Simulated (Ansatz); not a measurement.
A periodic model of amorphous Hf₁₆Ti₂O₃₆:

```
CELL_PARAMETERS angstrom
      8.80999     0.15336     0.03538
      0.15336     9.19568    -0.19452
      0.03538    -0.19452     8.95460
ATOMIC_POSITIONS crystal
  Hf 0.65600 0.56425 0.89829
  Hf 0.34944 0.61454 0.68787
  Hf 0.79122 0.87788 0.86345
  Hf 0.97756 0.02238 0.15223
  Hf 0.58770 0.31304 0.63916
  Hf 0.94599 0.67247 0.57202
  Hf 0.39762 0.10150 0.22565
  Hf 0.28662 0.77213 0.32319
  Hf 0.03128 0.59149 0.95808
  Hf 0.25787 0.87004 0.95618
  Hf 0.34349 0.45508 0.13414
  Hf 0.25032 0.21130 0.86123
  Hf 0.46942 0.97411 0.60059
  Hf 0.73090 0.27528 0.04742
  Hf 0.09086 0.00560 0.57646
  Hf 0.66254 0.76757 0.26068
  Ti 0.77354 0.17914 0.38029
  Ti 0.18257 0.32461 0.49538
  O  0.80046 0.93512 0.25209
  O  0.69595 0.74562 0.03245
  O  0.34738 0.40168 0.59484
  O  0.38216 0.23871 0.04694
  O  0.11175 0.21906 0.66717
  O  0.13014 0.64370 0.75459
  O  0.00748 0.82125 0.99471
  O  0.06307 0.48269 0.49508
  O  0.70549 0.32445 0.82282
  O  0.60709 0.87748 0.74277
  O  0.19560 0.42210 0.94167
  O  0.38230 0.76171 0.54026
  O  0.19855 0.93910 0.20102
  O  0.49047 0.90723 0.33336
  O  0.56257 0.44709 0.05902
  O  0.44420 0.16770 0.73510
  O  0.43132 0.96203 0.04279
  O  0.74972 0.34840 0.47956
  O  0.80633 0.06866 0.97426
  O  0.27828 0.31617 0.30045
  O  0.45311 0.62386 0.26204
  O  0.40042 0.68035 0.89874
  O  0.89625 0.23327 0.19393
  O  0.97929 0.10364 0.41148
  O  0.60812 0.19295 0.23210
  O  0.92617 0.89598 0.67784
  O  0.09892 0.79489 0.46066
  O  0.85585 0.47281 0.01880
  O  0.63702 0.10441 0.52230
  O  0.29114 0.07260 0.46007
  O  0.12430 0.08292 0.97532
  O  0.84638 0.64522 0.78785
  O  0.26300 0.95598 0.74545
  O  0.18100 0.63372 0.14822
  O  0.78067 0.68323 0.42525
  O  0.56937 0.53507 0.69182
```

Methods: PBE, scalar-relativistic without spin-orbit coupling (Ansatz, a program for electronic structure); r2SCAN, scalar-relativistic without spin-orbit coupling (Ansatz); HSE06, scalar-relativistic without spin-orbit coupling (Ansatz). Neutral PBE cell, which sets geometry, pressure and energy: sampling: a 2×2×2 Γ-centred mesh; Fermi-Dirac width 0.02 eV; no spin polarisation. Exact exchange is cut at the faces of this 9 Å cell, which leaves hybrid gaps a finite-size error.

It comes from a melt-quench run on a machine-learned potential (CHGNet), relaxed afterwards by DFT. O atoms were pushed apart under 1.9 Å during the dynamics, to hinder bonds among them. The hot cell started wider than the set density and was brought back towards it in steps. It is the lowest in DFT energy of 2 quenches. It is a model cell: composition and starting density were chosen by hand, and all elements were melted together. No dispersion term was used. Its density started from a set value of 8.35 and ended at 8.08 g/cm³. Cooling (nominally 380 K/ps over its main leg) ran many orders faster than in experiment, which tends to leave more defects and strain. Values belong to this one cell and scatter from quench to quench. Volume and shape were free in the relaxation.

Problem. Give the pressure, the energy against reference phases and the spacing of the highest filled and lowest empty levels.

Solution. 
```json
{
 "Pressure on a 2×2×2 Γ-centred mesh": "0.07 GPa",
 "Largest force and stress component on that mesh (the relaxation ran on the zone centre alone)": "0.11 eV/Å and 0.1 GPa",
 "Energy relative to HfO2 (P2_1/c) + anatase TiO2 (lowest mix at this level among the phases computed, not always the ambient ones)": "0.179 eV/atom",
 "Level gap on a 2×2×2 Γ-centred mesh (PBE)": "3.25 eV",
 "Level gap at the zone centre (PBE)": "3.35 eV",
 "Level gap at the zone centre (r2SCAN)": "3.73 eV",
 "Level gap at the zone centre (HSE06)": "4.97 eV",
 "Distance between the nearest levels spread over more than a fifth of the atoms or a third of the atoms of their main element (six at least) (PBE, zone centre)": "4.20 eV"
}
```

Problem. At PBE and the zone centre, how localised are the states just below and above the Fermi level (participation number: the atoms over which a state spreads)?

Solution. The highest filled state is spread over 15.2 atoms' worth, largest on O19, with weights by element (charge in smoothed Voronoi cells) O 0.95, Hf 0.04, Ti 0.00. The lowest empty state is spread over 2.5 atoms' worth, largest on Ti18, with weights by element (charge in smoothed Voronoi cells) Ti 0.70, O 0.23, Hf 0.08.

At PBE the levels at the empty edge of the gap are localised (band-tail or defect states), and the nearest spread-out levels lie 4.2 eV apart at the zone centre.

Cut-offs for bonds: Hf-Hf 3.34 Å, Hf-Ti 3.23 Å, Hf-O 2.64 Å, Ti-Ti 3.12 Å, Ti-O 2.49 Å, O-O 1.58 Å. Two cations that share two anions don't count as bonded, nor two that share one unless they lie closer than Hf-Hf 3.25 Å, Hf-Ti 3.15 Å, Ti-Ti 3.04 Å.
